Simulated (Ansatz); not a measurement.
Amorphous Hf₁₄O₃₄La₄, 52 atoms at 8.44 g/cm³, one PBE-relaxed geometry, zone centre. Methods: PBE, scalar-relativistic without spin-orbit coupling (Ansatz, an electronic-structure program); r2SCAN, scalar-relativistic without spin-orbit coupling (Ansatz); HSE06, scalar-relativistic without spin-orbit coupling (Ansatz). Plane waves to 420 eV (r2SCAN 500 eV); exact exchange is cut at the cell's faces. All rungs ran without spin polarisation.

Preparation: random packing, a CHGNet melt and quench, and a DFT relaxation. O atoms were pushed apart under 1.9 Å during the dynamics, to hinder bonds among them. The hot cell started wider than the set density and was brought back towards it in steps. It is the lowest in DFT energy of 2 quenches. It is a model cell: composition and starting density were chosen by hand, and all elements were melted together. No dispersion term was used. Its density started from a set value of 8.41 and ended at 8.44 g/cm³. Cooling (nominally 450 K/ps over its main leg) ran many orders faster than in experiment, which tends to leave more defects and strain. One small periodic cell is one sample of the glass; other quenches scatter about these values. The volume was free in the relaxation, at fixed shape. Stress components on the final sampling reach 2.8 GPa.

The relaxation ran on the zone centre alone. At PBE the gap is 3.87 eV on a 2×2×2 Γ-centred mesh, and the spacing at the zone centre alone 3.92 eV.

What zone-centre spacing does r2SCAN give, roughly?

4.39 eV (+0.47 eV against PBE).

What zone-centre spacing does HSE06 give, roughly?

5.47 eV (+1.54 eV against PBE).

The highest filled and the lowest empty state spread over these numbers of atoms (participation numbers): PBE: 14.2 and 19.6; r2SCAN: 14.7 and 19.0; HSE06: 15.1 and 22.9.
